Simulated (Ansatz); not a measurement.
**K2Te, pressure series**

Base system: K₂Te in the anti-fluorite structure (space group Fm-3m, No. 225; a = 8.091 Å).

Cell and atoms are relaxed at each pressure.

Level of theory: DFT with PBEsol, PAW potentials and a 420 eV plane-wave cutoff in Ansatz (a first-principles code), without spin-orbit coupling.

Candidates:
(a) pressure 1.5 GPa
(b) pressure 0.3 GPa
(c) pressure −2 GPa

Base values:

| Property | Value |
|---|---|
| Band gap | 2.16 eV |

Order them by band gap, lowest first.

(c) pressure −2 GPa (1.68 eV), (b) pressure 0.3 GPa (2.21 eV), (a) pressure 1.5 GPa (2.35 eV)

With Te present, leaving out spin-orbit coupling can change the band edges. Load acts through the strain it causes; cell and atoms are relaxed under it. Stability against distortions was not tested.
